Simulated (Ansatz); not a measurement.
**NaF: isotropic strain −2.00 %**

The parent structure is NaF in the rock salt structure (space group Fm-3m, No. 225; a = 4.701 Å).

Modification: every lattice vector is shortened by 2.00 %, atoms relaxed at fixed cell.

Method: DFT with PBE, PAW potentials and a 420 eV plane-wave cutoff in Ansatz (a program for electronic structure), spin-orbit coupling left out. k-mesh 12×12×12 (Γ-centred); smearing 0.05 eV (Fermi–Dirac).

```csv
quantity,base,changed,shift
volume per atom,12.99 Å³,12.22 Å³,-0.764 Å³
energy relative to the base (free energy F),0 meV/atom,+7.0 meV/atom,+7.0 meV/atom
pressure,0.0 kbar,31.2 kbar,+31.14 kbar
band gap,6.09 eV,6.41 eV,+0.32 eV
gap character,direct at Γ,direct at Γ,–
mean gap deformation potential ΔEg/Δln V,–,-5.3 eV,–
width of the top valence band,0.53 eV,0.58 eV,+0.05 eV
electron mass,0.56 mₑ (at Γ),0.56 mₑ (at Γ),–
```

Masses are band curvatures over ±0.01 Å⁻¹ around the edge. Semilocal Kohn–Sham gaps tend to fall short of experiment. No phonon test of stability was made.
